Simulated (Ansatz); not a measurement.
Cl on the 1x1 (0001) surface of hcp Co, ferromagnetic, one in a 2x2 cell, energies for each (21.5 Å²). Energies are against ½ Cl2(g), without zero-point or thermal terms; each row is named by its start.

Calculation: PBE (plane waves to 420 eV, PAW; Ansatz, a program for electronic structure).

Slab: 17 atoms, 6.0 Å thick at the start under the adsorbate (thin: gaps and levels are the slab's own); k 7x7x1, smearing 0.1 eV, dipole-corrected; 8 atoms held, the rest relaxed; each run with such symmetry as its start has; spin-polarised, no spin-orbit, no U, no dispersion correction.

A negative adsorption energy means that the adsorbate is more stable on the surface than in its reference. Heights count from the host atoms within 0.3 Å of the top one.

```csv
starting site,E_ads (eV),height (Å),nearest host atom (Å),bonded to,Δ work function (eV),lateral drift (Å),moment (μB)
top Co,?,?,Co 2.15,Co,0.91,0.0,26.9
hollow Co-Co-Co,-2.15,1.86,Co 2.34,3 Co,-0.01,0.0,26.8
hollow Co-Co-Co over Co at depth 2.0 Å,-2.15,1.85,Co 2.34,3 Co,-0.03,0.0,26.9
bridge Co-Co (span 2.5 Å),-2.02,1.93,Co 2.29,2 Co,0.19,0.0,26.8
```

Question: Complete the blanks.

Answer: 
- top Co, E_ads (eV): -1.62
- top Co, height (Å): 2.21
